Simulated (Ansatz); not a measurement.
The parent structure is HgI2 in the 2H-MoS2 type structure (space group P6_3/mmc, No. 194; a = 4.166 Å, c = 14.183 Å; a hypothetical phase, not in the database extracts checked). Axes: x lies along a and z along c of the hexagonal cell.

Method: PBE-D3(BJ) (Ansatz, a quantum-chemistry and plane-wave program, PAW, no spin-orbit coupling).

Before the change:

```
Property                         Value
-----------------------------  -------
Band gap                       0.34 eV
Width of the top valence band  0.64 eV
```

The change: tensile biaxial strain of 3.37 % in the plane normal to [001], as in epitaxy on a mismatched substrate; the out-of-plane cell vector and the atoms relax.

Task: How does this affect the out-of-plane strain?

Result: The out-of-plane strain amounts to -1.80 %.

Task: What does the calculation give for the band gap after the change?

Result: The band gap drops by 0.09 eV (0.34 eV → 0.25 eV).

Task: What does the calculation give for the width of the top valence band after the change?

Result: The width of the top valence band rises by 0.04 eV to 0.68 eV.

Task: What does the calculation give for the in-plane stress after the change?

Result: The mean in-plane stress (compression positive) comes out as -1.9 GPa.

With Hg and I present, leaving out spin-orbit coupling can change the band edges. No phonon test of stability was made. A zero or small gap of HgI2 under biaxial strain +3.37 %, plane normal [001], relaxed out of plane can be the functional's error rather than a property of the material.
